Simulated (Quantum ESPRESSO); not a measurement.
# Several settings converged on SrNi₂As₂ (I4mm, 5 atoms in the cell)

```xyz
5
Lattice="-2.0468 2.0468 5.5231 2.0468 -2.0468 5.5231 2.0468 2.0468 -5.5231" Properties=species:S:1:pos:R:3 pbc="T T T"
Sr     0.0000     0.0000     0.0500
Ni     0.0000     2.0468     2.7615
Ni     2.0468     0.0000     2.7615
As     0.0000     0.0000     7.1278
As     0.0000     0.0000     3.9184
```

Base method: LDA (PZ), PSlibrary ultrasoft (LDA) pseudopotentials (plane waves; Quantum ESPRESSO 7.5).

Base settings: ecutwfc = 50 Ry; ecutrho = 350 Ry; occupations = smearing; smearing = fd; degauss = 0.0073499 Ry; K_POINTS = automatic 4 4 4 0 0 0; conv_thr = 1e-10 Ry; mixing_beta = 0.5.

The count of work is k-points × plane waves × bands × iterations; it is no time. 

**The plane-wave cutoff**

Moved along: ecutrho.

The second cell is the first with its lattice scaled by 0.98.

The mesh stays at the base's, so the ladder's end is converged at best in this setting alone.

Only quantities that move along the ladder and can be compared are tabulated.

```tsv
ecutwfc	free energy less the last step's (meV/atom)	energy of the compressed cell less the first (meV/atom)	pressure (GPa)	largest difference of a force vector from the last step's (eV/Å)	count of work / last
17.5 Ry	6638.21	-22.94	-225.14	0.284	0.074
22 Ry	1425.06	-45.72	-72.03	0.053	0.096
28 Ry	139.12	-19.69	-14.77	0.030	0.15
35 Ry	33.09	-20.95	-6.05	0.004	0.19
50 Ry	8.28	-21.27	-6.28	0.001	0.38
100 Ry	0.00	-21.27	-5.93	0.000	1.0
```

Coarsest ecutwfc that holds the pressure within 1 GPa of the last step, with all finer ones: 35 Ry, at 0.19 of the last step's count of work; the step before is off by 8.8 GPa.

Coarsest ecutwfc that holds the energy of the compressed cell less the first within 2 meV/atom of the last step, with all finer ones: 28 Ry, at 0.15 of the last step's count of work; the step before is off by 24 meV/atom.

Coarsest ecutwfc that holds the free energy within 5 meV/atom: not settled: the last two steps still differ by 8.3 meV/atom, over half the tolerance, so the ladder does not show it.

At the lowest cutoff the pressure lies 219 GPa under the last step's, the usual sign of Pulay stress in an incomplete plane-wave basis.

**The cutoff for other potential files**

Level: DFT, LDA (PZ), plane waves, GBRV 1.5 ultrasoft (LDA) pseudopotentials.

In this ladder: pseudopotentials = {Sr: sr_lda_v1.uspp.F.UPF, Ni: ni_lda_v1.4.uspp.F.UPF, As: as_lda_v1.uspp.F.UPF}. Moved along: ecutrho.

The mesh stays at the base's, so the ladder's end is converged at best in this setting alone.

Only quantities that move along the ladder and can be compared are tabulated.

| ecutwfc | free energy less the last step's (meV/atom) | pressure (GPa) | largest difference of a force vector from the last step's (eV/Å) | count of work / last |
|---|---|---|---|---|
| 22 Ry | 10839.09 | -422.62 | 0.286 | 0.18 |
| 28 Ry | 1688.74 | -93.52 | 0.048 | 0.22 |
| 35 Ry | 142.15 | -17.17 | 0.015 | 0.35 |
| 50 Ry | 3.95 | -5.99 | 0.004 | 0.55 |
| 75 Ry | 0.00 | -6.00 | 0.000 | 1.0 |

Coarsest ecutwfc that holds the free energy within 5 meV/atom: not settled: the last two steps still differ by 4.0 meV/atom, over half the tolerance, so the ladder does not show it.

Coarsest ecutwfc that holds the forces within 0.02 eV/Å of the last step, with all finer ones: 35 Ry, at 0.35 of the last step's count of work; the step before is off by 0.048 eV/Å.

Coarsest ecutwfc that holds the pressure within 0.2 GPa of the last step, with all finer ones: 50 Ry; the step before is off by 11 GPa.

At the lowest cutoff the pressure lies 417 GPa under the last step's, the usual sign of Pulay stress in an incomplete plane-wave basis.

On the base run: the starting cell comes from a database of computed structures (which also holds hypothetical and non-ambient phases and stackings), without a prior relaxation at this level. Its lattice was rescaled by up to half a per cent. One atom was moved a little off its site on purpose. Spin polarisation is off, so a magnetic state, if there is one, cannot be reached. In the base run, with a pressure of about -6 GPa the cell is away from its equilibrium volume at this level. Without a gap this mesh is coarse (it stands for a supercell whose shortest vector is 16 Å).
